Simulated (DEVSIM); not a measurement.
Structure: Si/Ge n-p heterojunction, at 300 K.

Layer 1 from the left is Si, thickness (μm) 0.310, Nd (cm⁻³) 6.5e17, τn (s) 2.4e-7, τp (s) 2.4e-7. Layer 2 from the left is Ge, thickness (μm) 1.30, Na (cm⁻³) 7.4e15, τn (s) 2.4e-7, τp (s) 2.4e-7.

Left contact: ohmic. Right contact: ohmic. Voltage is applied to the left contact. Recombination: SRH at mid-gap, radiative, Auger. Mobility is μmin + (μ − μmin)/(1 + (N/Nref)^α).

Constants are typed, rounded textbook-type inputs, not results; the design itself was drawn at random and stands for no fabricated device. Values at 300 K.

Si: gap (eV) 1.124, affinity (eV) 4.05, permittivity 11.7, Nc (cm⁻³) 2.86e19, Nv (cm⁻³) 3.1e19, μn (cm²/Vs) 1417, μp (cm²/Vs) 470, μn,min 52, μp,min 45, Nref,n 9.7e16, Nref,p 2.2e17, αn 0.68, αp 0.72, B (cm³/s) 4.7e-15, Cn (cm⁶/s) 2.8e-31, Cp (cm⁶/s) 9.9e-32. Ge: gap (eV) 0.664, affinity (eV) 4, permittivity 16, Nc (cm⁻³) 1.04e19, Nv (cm⁻³) 6e18, μn (cm²/Vs) 3900, μp (cm²/Vs) 1900, μn,min 150, μp,min 100, Nref,n 2.6e17, Nref,p 4e17, αn 0.56, αp 0.6, B (cm³/s) 6.4e-14, Cn (cm⁶/s) 1e-31, Cp (cm⁶/s) 1e-31.

Model (solved in DEVSIM): 1D drift-diffusion, Boltzmann statistics, complete ionisation; no tunnelling, impact ionisation, image-force lowering or self-heating. Band offsets follow the typed affinities; no thermionic-emission limit at abrupt steps, no polarisation charge.

**Question.** What does the simulation give for the potential step across the device at zero bias, the dark forward voltage at 1 A/cm²?

**Answer.** potential step across the device at zero bias 0.343 V; dark forward voltage at 1 A/cm² 0.126 V.
